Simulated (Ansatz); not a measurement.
Amorphous Si24O51Sc2, 77 atoms at 2.26 g/cm³, one PBE-relaxed geometry, zone centre. Methods: PBE, scalar-relativistic without spin-orbit coupling (Ansatz, a program for electronic structure); r2SCAN, scalar-relativistic without spin-orbit coupling (Ansatz); HSE06, scalar-relativistic without spin-orbit coupling (Ansatz). Plane waves to 420 eV (r2SCAN 500 eV); exact exchange is cut at the cell's faces. At PBE the levels at both edges of the gap are localised (band-tail or defect states), and the nearest spread-out levels lie 5.5 eV apart at the zone centre. All rungs ran without spin polarisation.

The cell was made by melting and quenching with the CHGNet potential and then relaxed with DFT. O atoms were pushed apart under 1.9 Å during the dynamics, to hinder bonds among them. The hot cell started wider than the set density and was brought back towards it in steps. It is the lowest in DFT energy of 2 quenches. It is a model cell: composition and starting density were chosen by hand, and all elements were melted together. No dispersion term was used. Its density started from a set value of 2.28 and ended at 2.26 g/cm³. Cooling (nominally 320 K/ps over its main leg) ran many orders faster than in experiment, which tends to leave more defects and strain. A cell of this size samples the disorder only roughly. Volume and shape were free in the relaxation.

The relaxation ran on the zone centre alone. At PBE the gap between localised states is 4.32 eV on a 2×2×2 Γ-centred mesh, and the spacing at the zone centre alone 4.33 eV.

**Question.** What zone-centre spacing does r2SCAN give, roughly?

**Answer.** 4.93 eV (+0.61 eV against PBE).

**Question.** What zone-centre spacing does HSE06 give, roughly?

**Answer.** 6.05 eV (+1.73 eV against PBE).

The highest filled and the lowest empty state spread over these numbers of atoms (participation numbers): PBE: 3.3 and 5.8; r2SCAN: 3.2 and 4.3; HSE06: 3.4 and 11.1.
